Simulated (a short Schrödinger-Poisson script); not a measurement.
Structure: MOS inversion layer, SiO2 on p-type GaN, at 300 K.

| layer | material | thickness (nm) | Na (cm⁻³) |
|---|---|---|---|
| 1 | SiO2 | 1.7 | - |
| 2 | GaN | 1200 | 2.7e17 |

Constants are typed, rounded textbook-type inputs, not results; the design itself was drawn at random and stands for no fabricated device. SiO2: permittivity 3.9, conduction-band edge (eV) 3.2, gap (eV) 9, electron mass (mₑ) 0.5. GaN: permittivity 9.5, conduction-band edge (eV) 0, gap (eV) 3.43, Nv at 300 K (cm⁻³) 4.6e19.

Channel valleys (confinement mass, in-plane density-of-states mass, number): Γ 0.2, 0.2, 1. At the gate the conduction-band edge of layer 1 lies 3.76 eV − eVg above the Fermi level of the channel; the field vanishes at the back. Gaps are held at their typed values at every temperature. Mesh 0.03 nm at interfaces.

Solved with a short Schrödinger-Poisson script written for these runs: 1D Poisson equation in equilibrium, electrons quantum, Hartree (BenDaniel-Duke, 12 states a valley, the channel's in-plane mass for all, wave functions ending at the dielectric), parabolic valleys, classical holes, full ionisation, no traps, pinning or gate leakage.

At Vg = 1.5 V the centroid of the electrons lies 2.03 nm from the interface.

**Question.** Estimate the gate capacitance as the dielectric in series with that distance, and compare.

**Answer.** The dielectric alone has 2.03 μF/cm²; in series with 2.03 nm of the channel's permittivity, 1.36 μF/cm²; the run gives 1.34 μF/cm². The estimate leaves out the density-of-states capacitance and the centroid's move with voltage. In real p-type GaN the Mg acceptor is only partly ionised, and so wide a gap doesn't supply an inversion layer without source and drain.
